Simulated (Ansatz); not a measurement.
Surface energy of faces of fcc Pt in PBE and in RPBE, in Ansatz (plane waves, PAW). Symmetric slabs relaxed with PBE from ideal cuts in 1x1 cells (the lowest computed cut and spin start of each face; real faces may reconstruct in larger cells); RPBE values are single points on them, with the bulk at the same level. No spin-orbit coupling, no U.

```csv
face,PBE (J/m²),RPBE (J/m²)
(100),1.87,1.61
(110),1.90,1.64
(111),1.47,1.21
(210),1.92,1.65
(211),1.69,1.43
(221),1.65,1.39
(311),1.81,1.55
(320),1.91,?
(321),1.80,1.54
```

Task: Fit a straight line y = a·x + b by least squares to the 8 complete rows (x: PBE (J/m²); y: RPBE (J/m²)).

Result: the means are x̄ = 1.7637 and ȳ = 1.5025; Σ(x − x̄)² = 0.16239 and Σ(x − x̄)(y − ȳ) = 0.16083, so a = 0.990 and b = ȳ − a·x̄ = -0.244. The largest residual is 0.007.

Task: What does the line predict for the withheld row, (320), and what did the calculation give?

Result: the line gives 1.65; the calculation gave 1.65, a miss of 0.00, of the size of the fitted rows' scatter and rounding.

Ansatz is an electronic-structure program.
